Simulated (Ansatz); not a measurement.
## Os in the hcp (Mg type) structure (space group P6_3/mmc, No. 194)

```
Os
1.0
    2.75485     0.00000     0.00000
   -1.37743     2.38577     0.00000
    0.00000     0.00000     4.34430
Os
2
Direct
  0.33333   0.66667   0.75000
  0.66667   0.33333   0.25000
```

The values are results of Kohn–Sham DFT with the PBE functional, run in Ansatz (a first-principles code) with PAW and 420 eV plane waves, without spin-orbit coupling, not measurements. Settings: 19×19×11 k-points, 0.05 eV Fermi–Dirac smearing.

```json
{
 "volume_per_atom": "14.28 Å³",
 "density": "22.13 g/cm³",
 "band_gap": "zero",
 "total_energy": "-11384.549 eV/atom (σ→0; compares only within this code and set-up)"
}
```

Stability against distortions was not tested. The final runs are not spin-polarised.
